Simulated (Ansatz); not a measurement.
Consider CsPbCl3 in the cubic perovskite structure (space group Pm-3m, No. 221).

```
CsPbCl3
1.0
    5.52086     0.00000     0.00000
    0.00000     5.52086     0.00000
    0.00000     0.00000     5.52086
Cs Pb Cl
1 1 3
Cartesian
  0.00000   0.00000   0.00000
  2.76043   2.76043   2.76043
  2.76043   0.00000   2.76043
  0.00000   2.76043   2.76043
  2.76043   2.76043   0.00000
```

Calculations: Ansatz (a quantum-chemistry and plane-wave program) LDA, spin-orbit coupling left out.

For the base:

- Electron mass = 0.093, 0.75, 0.75 mₑ (at R)
- Hole mass = 0.14 mₑ (at R)

Perturbation: a hydrostatic pressure of 0.7 GPa.

**Question.** What happens to the electron mass and hole mass?

**Answer.** The electron mass (degenerate bands, along [100]) changes from 0.093, 0.75, 0.75 mₑ (at R) to 0.088, 0.73, 0.73 mₑ (at R); the hole mass goes from 0.14 mₑ (at R) to 0.13 mₑ (at R).

Spin-orbit coupling, missing from the scalar runs, can matter with Pb. The levels and masses belong to the bands next to the band gap. Load acts through the strain it causes; cell and atoms are relaxed under it. Effective masses come from finite differences of ±0.01 Å⁻¹. Whether these cells are dynamically stable was not tested. Many cubic perovskites are stable only at high temperature; tilts and polar distortions were not tested. This is not the structure that CsPbCl3 has at room temperature and ambient pressure.
